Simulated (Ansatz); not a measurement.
L1₀ (CuAu-type) CuAu, treated with PBE-D4 in Ansatz (PAW).

From the output:

```
Relaxation: its limit of steps is 80 (relax.max_steps)
Crystal: 2 atoms, lattice volume = 27.755 Å³
Basis set: ecut = 520 eV, 757 PW (Γ), exchange–correlation on 48×48×54 points (8 copies of the dense FFT grid, shifted against one another)
Bands: 23, of which v1, the nominal top of the filled ones, is band 19 counted from 1 (18 counted from 0)
Symmetry: 16 space group operations
Space group: P4/mmm (ITA 123), of the structure as read, at distance tolerance 3.0e-5 Å
k-points: 594 of 6400
Functional: x = pbe(κ = 0.804, μ = 0.2195149727645171), c = pbe(β = 0.06672455060314922)
SCF iter   1: F=—  HF=-19775.760433 eV  |F-HF|=—  |Δ(HF+E_count)|=         —  Δρ=2.08e-3  dr2=9.25e-4
SCF iter   2: F=—  HF=-19775.760846 eV  |F-HF|=—  |Δ(HF+E_count)|=   4.13e-4  Δρ=1.18e-3  dr2=2.25e-4
  ...
SCF 1 converged in 6 iterations: F = -19775.760878 eV  dr2 = 1.47e-8
Crystal: 2 atoms, lattice volume = 27.755 Å³
Initial density: handed on by an earlier stage of this run
SCF 2 converged in 6 iterations: F = -19775.760935 eV  dr2 = 4.36e-10
Crystal: 2 atoms, lattice volume = 27.755 Å³
SCF 3 converged in 6 iterations: F = -19775.761031 eV  dr2 = 4.80e-9
Crystal: 2 atoms, lattice volume = 27.755 Å³
SCF iter   6: F=—  HF=-19775.761031 eV  |F-HF|=—  |Δ(HF+E_count)|=  1.46e-11  Δρ=1.10e-7  dr2=4.12e-12
SCF iter   7: F=-19775.761031 eV  HF=-19775.761031 eV  |F-HF|=0.00e0  |Δ(HF+E_count)|=  3.64e-12  Δρ=3.61e-8  dr2=2.37e-13
SCF 4 converged in 7 iterations: F = -19775.761031 eV  dr2 = 2.37e-13
SCF converged after 7 iterations
Free energy (F): -19775.761031 eV
Internal energy: -19775.756064 eV  (E = F + TS)
E sigma→0 (E₀):  -19775.758548 eV
Fermi energy:    20.245017 eV
--- Forces (eV/Å), atoms counted from 1 ---
  atom   1  Cu     0.00000000    -0.00000000     0.00000000
  atom   2  Au     0.00000000     0.00000000     0.00000000
--- Stress (GPa, compression-positive) ---
        7.278834       0.000000       0.000000
        0.000000       7.278834       0.000000
        0.000000       0.000000       7.257770
  P = ⅓ Tr σ = 7.2718 GPa (72.718 kbar)
```

Problem. Write an input file that could have produced this run (the log leaves some choices open).

Solution. Several could match; the one computed here: 
Ansatz 0.2 input:
```yaml
crystal:
  lattice:
    - [2.7889193901, 0.0, 0.0]
    - [0.0, 2.7889193901, 0.0]
    - [0.0, 0.0, 3.56830243]
  atoms:
    - { symbol: Cu, position: [0.0, 0.0, 0.0] }
    - { symbol: Au, position: [0.5, 0.5, 0.5] }
basis:
  ecutwfc: 520
  ecutrho_ratio: 4
  xc_grid: 2
kpoints:
  mp_grid: { grid: [20, 20, 16] }
hamiltonian:
  xc: pbe
  dispersion: d4
  pseudopotentials: { kind: paw }
scf:
  occupations: { method: fermi_dirac, width: 0.05 }
output:
  forces: true
  stress: true
  eigenvalues: true
relax:
  f_tol: 0.004
  escape_saddle: false
  max_steps: 80
  cell: { stress_tol: 0.02, fix: [volume] }
```

The cell is one volume of an energy–volume scan, off the minimum.

Ansatz is a program for electronic structure.
